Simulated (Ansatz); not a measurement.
The starting structures come from a database of crystals and need not be the phases stable at ambient conditions.

The decay constant κ of evanescent states in the gap governs leakage through a thin film.

Here is the system:

```
BeSe
1.0
    3.65429     0.00000     0.00000
    0.00000     5.16794     0.00000
    1.82714    -2.58397     1.82714
Be Se
1 1
Cartesian
  0.00000   0.00000   0.00000
  1.82714   1.29198   0.00000
```

The cell is taken as given; by PBEsol it stands under a pressure of -1.7 GPa.

Transport runs along the normal of the first two printed cell vectors, the (110) plane of the conventional cell.

The gap is the functional's own. No spin-orbit coupling. Mid-gap values are those at the computed energy nearest the middle.

Problem. State the band gap and the smallest decay constant κ at mid-gap according to PBEsol (Ansatz, a program for electronic structure).

Solution. Gap 2.52 eV on a 16×16×16 mesh; κ = 0.189 1/Å, at the zone centre.
